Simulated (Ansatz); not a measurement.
Functionals compared on the (100) surface of rock-salt TiC, Zr on all Ti sites of the second plane (bottom of the slab: a bare face, its two planes held), in Ansatz (plane waves, PAW). The structure was relaxed with PBE; the other rows are single points on it. Cutoff 420 eV (500 eV for r2SCAN).

Model: 12-atom slab, 11.0 Å thick at the start with caps and adatoms (thin: gaps and levels are the slab's own), 12x12x1 mesh, Fermi-Dirac 0.1 eV, dipole correction, 4 atoms held, the rest relaxed; held to the start's symmetry, so lower structures may exist; no spin, no spin-orbit, no U. In PBE it lies 0.27 eV a 1x1 cell over the lowest computed structure of the same composition (Zr on all Ti sites of the top plane). These notes are the PBE run's.

```
functional  work function of the top face (eV)  rough cost of the single point
----------  ----------------------------------  ------------------------------
PBE                                       4.61                               –
RPBE                                      4.45  around 25 core-seconds (rough)
r2SCAN                                    4.71  around 50 core-seconds (rough)
```

Ansatz is a first-principles code.
